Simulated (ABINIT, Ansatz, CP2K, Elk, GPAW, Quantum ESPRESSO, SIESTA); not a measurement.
**One structure in several programs: MoSeS (Amm2, 6 atoms in the cell)**

Self-consistent single point.

```
CELL_PARAMETERS angstrom
     19.39874     0.00000     0.00000
      0.00000     1.62448     2.81398
      0.00000    -1.62448     2.81398
ATOMIC_POSITIONS crystal
  Mo 0.00000 0.55593 0.55593
  Mo 0.50000 0.33295 0.33295
  Se 0.58657 0.66625 0.66625
  Se 0.41343 0.66625 0.66625
  S  0.07890 0.22260 0.22260
  S  0.92110 0.22260 0.22260
```

All programs got the same cell, k-point mesh and kind of occupations (some realise fixed ones as a very narrow smearing) (in Ansatz's words: kpoints.mp_grid.grid = 1 7 7; scf.occupations.method = fixed); potentials, basis and cutoffs are each program's usual ones.

```
code                                                                                                                                      model  pressure (GPa)  largest force (eV/Å)  gap on the mesh (eV)  k-points       cutoff
----------------  -----------------------------------------------------------------------------------------------------------------------------  --------------  --------------------  --------------------  --------  -----------
SIESTA            GGA PBEsol, numerical atomic orbitals DZP, PseudoDojo PBEsol standard norm-conserving potentials (rewritten from UPF to PSML)           -0.38                 0.589                 1.173        25  grid 350 Ry
Ansatz                                                                                                          PBEsol, PAW files made with PBE           -2.05                 0.160                 1.101        16      default
GPAW                                                                                      PBEsol, GPAW PAW datasets PBEsol (made by gpaw-setup)           -2.10                 0.165                 1.087        16       550 eV
ABINIT                                                           PBEsol, norm-conserving pseudopotentials (PseudoDojo nc-sr-04 PBEsol standard)           -1.98                 0.144                 1.131        16        43 Ha
Elk                                                             PBEsol, all-electron FP-LAPW, Elk's shipped species files, default APW+lo basis               –                     –                 1.304        28     rgkmax 7
CP2K                                                                 PBEsol, GPW, DZVP-MOLOPT-PBE-GTH basis, GTH-PBE potentials (POTENTIAL_UZH)           -0.01                 0.295                 1.108        25  grid 500 Ry
Quantum ESPRESSO                                                                                   PBEsol, PSlibrary PAW (PBE) pseudopotentials           -1.96                 0.123                 1.080        16        55 Ry
```

Size of the force on each atom (eV/Å): Sizes of forces hide their directions.

```csv
code,Mo1,Mo2,Se3,Se4,S5,S6
SIESTA,0.000,0.005,0.589,0.589,0.066,0.067
Ansatz,0.000,0.003,0.160,0.160,0.147,0.147
GPAW,0.000,0.003,0.165,0.165,0.150,0.150
ABINIT,0.000,0.003,0.144,0.144,0.140,0.140
CP2K,0.000,0.003,0.295,0.295,0.196,0.196
Quantum ESPRESSO,0.000,0.003,0.086,0.086,0.123,0.123
```

A dash marks a value that a program does not give, or that is left out as unsure.

Gaps are read on the mesh. Another mesh or the band path gives a smaller gap, so these values are not converged in the mesh.

The spread over the programs that give each value: pressure within 2.09 GPa; largest force within 0.466 eV/Å; gap on the mesh within 0.224 eV.

The starting cell comes from a database of computed structures (which also holds hypothetical and non-ambient phases and stackings), without a prior relaxation at this level. On Ansatz's run: Another mesh or the band path of this cell gives a smaller gap, so this value is not converged in the mesh.

Q: Why do the programs differ, and what cannot be compared?

A: Differences of this kind can come from the potentials, where these differ, and from what each basis and cutoff leave unconverged. The valence holds different numbers of electrons (SIESTA 72, Ansatz (a quantum-chemistry and plane-wave program) 72, GPAW 52, ABINIT 72, CP2K 52, Quantum ESPRESSO 52). The zero of total energies and Fermi levels follows the potentials and each program's conventions, so they are not compared here. SIESTA and CP2K use small atom-centred bases, whose incompleteness enters pressures, forces and empty levels differently from a plane-wave cutoff. Elk treats all electrons, but the usual bases taken here (sphere radii, linearisation, local orbitals, empty states) were not tested for convergence, so the values are no reference for the others. Ansatz's pressure is given at a fixed set of plane waves, as the other plane-wave codes print theirs. The programs reduce the same mesh by symmetry to different extents, which changes the work and not the result. In the pressure, SIESTA (by 1.64) and CP2K (by 2.00) lie more than 1 GPa from the median of the plane-wave programs. In the gap, Elk (by 0.209) lies more than 0.12 eV from the median of the plane-wave programs. In the force vectors, SIESTA (by 0.741) and CP2K (by 0.447) lie more than 0.08 eV/Å from the median of the plane-wave programs.

Left out of this page: FLEUR (stopped by limits of time or memory).

Keys are those of Ansatz 0.2.
